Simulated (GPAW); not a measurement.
Input and output of a self-consistent single point for CdHClO (P6_3mc, 8 atoms in the cell) (GPAW).

Level of theory: LDA (Perdew-Wang 92), GPAW PAW datasets LDA (gpaw-data 1.0.1) (plane waves; GPAW).

```
CELL_PARAMETERS angstrom
      3.70730     0.00000     0.00000
     -1.85365     3.21062     0.00000
      0.00000     0.00000    10.34244
ATOMIC_POSITIONS crystal
  Cd 0.66667 0.33333 0.49219
  Cd 0.33333 0.66667 0.99219
  H  0.00000 0.00000 0.31842
  H  0.00000 0.00000 0.81842
  Cl 0.66667 0.33333 0.15574
  Cl 0.33333 0.66667 0.65574
  O  0.00000 0.00000 0.41324
  O  0.00000 0.00000 0.91324
```

Reference input (self-consistent single point, DFT PBEsol, plane waves, GPAW PAW datasets PBEsol (made by gpaw-setup)): mode = pw; ecut = 950 eV; xc = PBEsol; kpts = 7 7 3; mesh shift (steps) = 0 0 0; occupations.name = fixed-uniform; nbands = -6; convergence.density = 1e-05 e/electron; convergence.bands = -4; symmetry.symmorphic = false; symmetry.tolerance = 0.0005; maxiter = 120. This run's input differs from it in these lines:

```diff
@@ -19,3 +19,3 @@
 calc = GPAW(mode=PW(950),
-            xc='PBEsol',
+            xc='LDA',
             kpts=(7, 7, 3),
```

Its files differ too (potentials: GPAW PAW datasets LDA (gpaw-data 1.0.1)).

Output (repeated stretches shortened):

```
     iter     time        total  log10-change:
                         energy   eigst   dens
iter:   1 --:--:--   -39.642336   +0.12
iter:   2 --:--:--   -38.565690   -0.98  -1.03
iter:   3 --:--:--   -35.806216   -0.72  -1.08
iter:   4 --:--:--   -35.825241   -2.05  -1.37
iter:   5 --:--:--   -35.707823   -1.93  -1.40
iter:   6 --:--:--   -35.649474   -1.68  -1.78
iter:   7 --:--:--   -35.632711   -1.84  -1.89
iter:   8 --:--:--   -35.591297   -2.71  -2.08
iter:   9 --:--:--   -35.586411   -3.46  -2.57
iter:  10 --:--:--   -35.588102c  -3.81  -2.77
iter:  11 --:--:--   -35.586733c  -4.20  -2.80
   [... lines left out ...]
iter:  14 --:--:--   -35.585538c  -5.53  -3.47
iter:  15 --:--:--   -35.585524c  -5.94  -3.73
iter:  16 --:--:--   -35.585524c  -6.68  -3.87
iter:  17 --:--:--   -35.585524c  -7.70c -3.90
iter:  18 --:--:--   -35.585523c  -6.86  -3.93
iter:  19 --:--:--   -35.585523c  -6.69  -4.02
iter:  20 --:--:--   -35.585522c  -7.10  -4.04
iter:  21 --:--:--   -35.585522c  -8.41c -4.10
iter:  22 --:--:--   -35.585523c  -7.49c -4.12
iter:  23 --:--:--   -35.585523c  -7.03  -4.60
iter:  24 --:--:--   -35.585522c  -7.48c -4.63
iter:  25 --:--:--   -35.585522c  -8.91c -4.95
iter:  26 --:--:--   -35.585522c  -7.92c -5.02c
Converged after 26 iterations.

Dipole moment: (-0.000000, 0.000000, 5.376060) |e|*Ang

Energy contributions relative to reference atoms: (reference = -333190.266624)

Kinetic:        +52.882782
Potential:      -51.963250
External:        +0.000000
XC:             -37.069502
Entropy (-ST):   +0.000000
Local:           +0.564447
SIC:             +0.000000
--------------------------
Free energy:    -35.585522
Extrapolated:   -35.585522

Showing only first 2 kpts
 Kpt  Band  Eigenvalues  Occupancy
  0    24      1.66505    2.00000
  0    25      1.66505    2.00000
  0    26      3.86771    0.00000
  0    27      5.97380    0.00000

  1    24      1.63309    2.00000
  1    25      1.63309    2.00000
  1    26      4.32910    0.00000
  1    27      5.30597    0.00000

Fermi level: 2.76638

Gap: 2.203 eV
Transition (v -> c):
   [... lines left out ...]
  2 H     0.00000    0.00000   -0.25702
  3 H    -0.00000   -0.00000   -0.25702
  4 Cl    0.00000    0.00000   -0.30188
  5 Cl   -0.00000    0.00000   -0.30188
  6 O     0.00000    0.00000    0.60783
  7 O    -0.00000    0.00000    0.60783

Stress tensor:
     0.036867     0.000000     0.000000
     0.000000     0.036867     0.000000
     0.000000     0.000000     0.023527
Stress (GPa, Voigt): [5.9067 5.9067 3.7695 0.     0.     0.    ]
```

The run converged in 26 iterations. GPAW prints stress with tension positive. Against the reference run the largest force goes from 0.339 to 0.608 eV/Å and the gap on the mesh goes from 2.348 to 2.203 eV.

At such cutoffs GPAW's stress carries a finite-basis (Pulay) error, which enters relaxed cells too; its log prints stress with tension positive.

The starting cell comes from a database of computed structures (which also holds hypothetical and non-ambient phases and stackings), without a prior relaxation at this level. Its lattice was rescaled by a random factor within 2.5 % of one.

Cost on one core of a shared machine: roughly 90 s.
